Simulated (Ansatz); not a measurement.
**Response to strain in C**

The reference is C in the diamond structure (space group Fd-3m, No. 227).

```
CELL_PARAMETERS angstrom
      0.00000     1.78014     1.78014
      1.78014     0.00000     1.78014
      1.78014     1.78014     0.00000
ATOMIC_POSITIONS crystal
  C  0.00000 0.00000 0.00000
  C  0.25000 0.25000 0.25000
```

Cartesian axes are those of the cell as printed.

Strains are applied to the cell and any free atomic positions relax; under biaxial strain the out-of-plane vector relaxes too; under stress the whole cell relaxes.

Level of theory: r2SCAN in Ansatz (plane waves to 500 eV, PAW, no spin-orbit coupling).

Notes on the quantities. energy relative to the base: free energy F; pressure: mean of the normal stresses, compression positive.

| variant | gap character | band gap | smallest direct gap | energy relative to the base | pressure |
|---|---|---|---|---|---|
| base | – | 4.36 eV | 5.90 eV | 0 meV/atom | 0.00 GPa |
| biaxial strain −3.51 %, plane normal [001], relaxed out of plane | indirect, Γ → k = (3/8, 3/8, 0) in the run's primitive reciprocal basis | 3.90 eV | 5.64 eV | +56 meV/atom | 32.27 GPa |
| biaxial strain +0.21 %, plane normal [110], relaxed out of plane | indirect, Γ → Γ–T (71 % along) | 4.34 eV | 5.84 eV | +0.2 meV/atom | -1.76 GPa |
| uniaxial strain ε_xx = +0.79 % | indirect, Γ → Γ–X (75 % along) | 4.24 eV | 5.80 eV | +1.2 meV/atom | -3.49 GPa |
| uniaxial strain ε_xx = +3.77 % | indirect, Γ → Γ–X (75 % along) | 3.79 eV | 5.44 eV | +27 meV/atom | -15.51 GPa |
| uniaxial strain ε_zz = −4.26 % | indirect, Γ → k = (3/8, 3/8, 0) in the run's primitive reciprocal basis | 3.27 eV | 5.19 eV | +37 meV/atom | 21.29 GPa |
| tensor shear ε_xy = +0.96 % | indirect, Γ → Γ–X (75 % along) | 4.30 eV | 5.59 eV | +3.8 meV/atom | 0.19 GPa |
| uniaxial stress, 3 GPa tension along x | indirect, Γ → Γ–X (75 % along) | 4.32 eV | 5.86 eV | +0.1 meV/atom | – |
| tensor shear ε_yz = +3.39 % | indirect, Γ → X | 3.59 eV | ? | +48 meV/atom | ? |
| tensor shear ε_xy = +0.83 % | indirect, Γ → Γ–X (75 % along) | 4.31 eV | 5.63 eV | +2.8 meV/atom | 0.14 GPa |

Task: What belongs in the blanks?

Result: 
- tensor shear ε_yz = +3.39 %, smallest direct gap: 4.81 eV
- tensor shear ε_yz = +3.39 %, pressure: 2.33 GPa

A biaxial case was relaxed in a doubled cell and then solved in the primitive one. Beyond what the load breaks, stability against distortions was not tested. k-point labels follow each cell's own Brillouin zone.

Ansatz is a program for electronic structure.
